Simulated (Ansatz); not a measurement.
The reference is AlN in the wurtzite structure (space group P6_3mc, No. 186; a = 3.114 Å, c = 4.984 Å).

One thing is altered: a hydrostatic pressure of 4.5 GPa.

Levels (all Ansatz, an electronic-structure program, PAW): PBEsol (420 eV, spin-orbit coupling left out); PBEsol+SOC (420 eV, noncollinear with spin-orbit coupling).

The geometry is relaxed with PBEsol.

- PBEsol valence-band top at Γ = 0.00, -0.25, -0.25 eV
- PBEsol electron mass = 0.30 mₑ (at Γ)
- PBEsol band gap = 4.27 eV

With PBEsol+SOC at the same geometry, the valence-band top at Γ (three highest Kramers pairs, from the VBM) changes from 0.00, -0.25, -0.25 eV to 0.00, -0.24, -0.25 eV; the electron mass remains 0.30 mₑ (at Γ); the band gap stays 4.27 eV.

Single points use the geometry relaxed with PBEsol. The spin-orbit shifts are approximate. Load acts through the strain it causes; cell and atoms are relaxed under it. Masses are band curvatures over ±0.01 Å⁻¹ around the edge. Stability against distortions was not tested. Tetrahedral semiconductors of this kind turn to denser phases somewhere between about 1 and 50 GPa; those were not computed, so compressed cells here can lie past the real transition.
